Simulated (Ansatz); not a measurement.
# A self-consistent single point of CsCaH3 (P4mm, 5 atoms in the cell) with Ansatz

Level of theory: LDA (PW92), default PAW files made with PBE (plane waves; Ansatz, a quantum-chemistry and plane-wave program).

Input as run:

Ansatz 0.2 input:
```yaml
crystal:
  lattice:
    - [4.598084, 0.000000, 0.000000]
    - [0.000000, 4.598084, 0.000000]
    - [0.000000, 0.000000, 4.598084]
  atoms:
    - { symbol: Cs, position: [0.000000, 0.000000, 0.010874] }
    - { symbol: Ca, position: [0.500000, 0.500000, 0.500000] }
    - { symbol: H, position: [0.500000, 0.000000, 0.500000] }
    - { symbol: H, position: [0.000000, 0.500000, 0.500000] }
    - { symbol: H, position: [0.500000, 0.500000, 0.000000] }
basis:
  ecutwfc: 420.0 eV
kpoints:
  mp_grid: { grid: [6, 6, 6] }
hamiltonian:
  xc: lda
  pseudopotentials: { kind: paw }
scf:
  occupations: { method: fixed }
output:
  forces: true
  eigenvalues: true
  stress: true
```

The program printed (abridged):

```
WARN ansatz: RAYON_NUM_THREADS=1 ignored (pool sized by the plan → 1); use --threads N
Pseudopotentials: kind: paw
Pseudopotential: Cs, paw, valence charge 9
Pseudopotential: Ca, paw, valence charge 10
Pseudopotential: H, paw, valence charge 1
Crystal: 5 atoms, lattice volume = 97.214 Å³
Basis set: ecut = 420 eV, 1935 PW (Γ)
Bands: 16, of which v1, the nominal top of the filled ones, is band 11 counted from 1 (10 counted from 0)
Symmetry: 8 space group operations
Space group: P4mm (ITA 99), of the structure as read, at distance tolerance 4.6e-5 Å
k-points: 40 of 216 (time reversal used)
PAW frozen core: Cs, regenerated for the run's functional, and the local potential with it
PAW frozen core: Ca, regenerated for the run's functional, and the local potential with it
Initial density: superposition of atomic densities (neutral atoms: chi_scale 0, normalization atom), corrected by the library's trained network
Initial wavefunctions: pseudopotential atomic-orbital guess
Eigensolver: davidson
Functional: x = slater, c = lda
SCF iter   1: F=—  HF=-7326.596242 eV  |F-HF|=—  |Δ(HF+E_count)|=         —  Δρ=1.02e-2  dr2=9.19e-2  ethr=1.77e-3  ⟨swp⟩=4.5  Hψ=3070  notcnv=0  defer=81
all-band conjugate gradients solve this SCF's bands
preconditioner: auto → Resta (q_TF=auto, 2.130 Å⁻¹)
SCF iter   2: F=—  HF=-7326.568481 eV  |F-HF|=—  |Δ(HF+E_count)|=   2.78e-2  Δρ=4.29e-3  dr2=1.70e-2  ethr=4.18e-4  ⟨swp⟩=1.4  Hψ=984  notcnv=0  defer=75
SCF iter   3: F=—  HF=-7326.562746 eV  |F-HF|=—  |Δ(HF+E_count)|=   5.73e-3  Δρ=4.73e-4  dr2=1.43e-4  ethr=7.75e-5  ⟨swp⟩=2.0  Hψ=818  notcnv=0  defer=106
SCF iter   4: F=—  HF=-7326.562712 eV  |F-HF|=—  |Δ(HF+E_count)|=   3.49e-5  Δρ=1.14e-4  dr2=6.67e-6  ethr=6.50e-7  ⟨swp⟩=2.6  Hψ=952  notcnv=0  defer=82
SCF iter   5: F=—  HF=-7326.562714 eV  |F-HF|=—  |Δ(HF+E_count)|=   2.91e-6  Δρ=3.49e-5  dr2=5.37e-7  ethr=3.03e-8  ⟨swp⟩=2.2  Hψ=1006  notcnv=0  defer=43
SCF iter   6: F=-7326.562715 eV  HF=-7326.562715 eV  |F-HF|=3.23e-9  |Δ(HF+E_count)|=   2.17e-7  Δρ=2.44e-6  dr2=6.22e-9  ethr=4.55e-10  ⟨swp⟩=10.3  Hψ=4076  notcnv=0
SCF 1 converged in 6 iterations: F = -7326.562715 eV  dr2 = 6.22e-9
SCF converged after 6 iterations
Free energy (F): -7326.562715 eV
Harris-Foulkes:  -7326.562715 eV  (|F-HF|=3.23e-9)
Internal energy: -7326.562715 eV  (E = F + TS)
E sigma→0 (E₀):  -7326.562715 eV
Fermi energy:    2.914277 eV
--- Per-component energies (eV) ---
  E_band       = -219.754273
  E_kinetic    = 457.857031
  E_local      = -1093.708278  (includes V_loc(G=0)·N_el)
  E_nonlocal   = 103.217132
  E_hartree    = 367.100484
  E_xc         = -334.142134
  E_vxc        = -330.713118  (∫ρ·V_xc dr)
  E_paw        = -5720.300180  (= ΣΔE_a)
  E_vpaw       = -90.606566  (= ΣTr[D̂ρ^β])
  E_aug_tail   = -0.003185  (compensation charges beyond the density's cutoff)
  E_ewald      = -1107.137306
  E_core_change = 0.553722  (= ΣΔE_core)
  E_smearing   = -0.000000  (= −TS)
  E_closure    = 0.000000  (closes the sum)
  Σ components = -7326.562715   (vs F -7326.562715, Δ=0.00e0)
--- Forces (eV/Å), atoms counted from 1 ---
  atom   1  Cs     0.00000000     0.00000000    -0.06928262
  atom   2  Ca    -0.00000000     0.00000000     0.04183565
  atom   3  H     -0.00000000     0.00000000     0.00586464
  atom   4  H      0.00000000     0.00000000     0.00586464
  atom   5  H      0.00000000     0.00000000     0.01571403
  max |Σ_I F_I| component: 3.66e-6 eV/Å
--- Stress (GPa, compression-positive) ---
       -2.058394       0.000000       0.000000
        0.000000      -2.058394       0.000000
        0.000000       0.000000      -2.058480
  P = ⅓ Tr σ = -2.0584 GPa (-20.584 kbar)
  The stress holds the Pulay correction. Without it, at fixed plane waves, as pw.x and ABINIT print it: P = -2.1080 GPa
--- Band table (eV; the first three rows and the last of 40) ---
  k-point 0: bands = ["-35.6973", "-17.2860", "-16.9523", "-16.9523", "-16.9521", "-3.9408", "-3.9404", "-3.9404", "0.0654", "2.2029", "2.2063", "8.2898", "8.2927", "8.2927", "9.2054", "9.2380"]
  k-point 1: bands = ["-35.6971", "-17.2870", "-16.9520", "-16.9520", "-16.9515", "-4.1027", "-3.9315", "-3.9315", "0.3581", "2.2666", "2.2966", "8.1925", "8.1925", "8.3659", "8.7220", "9.1343"]
  k-point 2: bands = ["-35.6967", "-17.2895", "-16.9512", "-16.9512", "-16.9497", "-4.3875", "-3.9137", "-3.9137", "1.0493", "2.3126", "2.4053", "7.9326", "8.0580", "8.0580", "8.5117", "8.5400"]
  k-point 39: bands = ["-35.6949", "-17.2186", "-16.9765", "-16.9765", "-16.9763", "-4.2546", "-4.2546", "-4.2542", "2.2843", "2.2843", "2.2846", "7.3927", "7.3927", "7.3939", "7.7205", "8.7985"]
```

The run converged in 6 iterations.

The starting cell comes from a database of computed structures (which also holds hypothetical and non-ambient phases and stackings), without a prior relaxation at this level. Its lattice was rescaled by up to half a per cent. One atom was moved a little off its site on purpose. Ansatz's pressure includes its estimate of the finite-basis (Pulay) stress.
